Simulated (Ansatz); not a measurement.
One B atom on a Si site, 3x3x3 cubic cells, neutral, without spin. Cell 16.41 × 16.41 × 16.41 Å, Si215B, 216 atoms. 

Basis: localised support functions (accuracy medium) on a full density matrix. k-points: zone centre alone; occupations: Fermi-Dirac, 0.0050 eV; spin polarisation not allowed. Scalar-relativistic, no spin-orbit coupling.

Question: Give the gap and bonding at the level PBE, support functions at accuracy medium on the grid of 420 eV run with Ansatz (a program for electronic structure).

Answer: 
- electronic character of the cell: no gap resolved at this smearing
- coordination (neighbours within 2.843 Å): 100.0 % 4-fold
- B-Si bonds, mean ± spread: 2.087 ± 0.002 Å
- Si-Si bonds, mean ± spread: 2.372 ± 0.006 Å
- bond angles, mean ± spread: 109.5° ± 1.2°
- pressure: -0.27 GPa
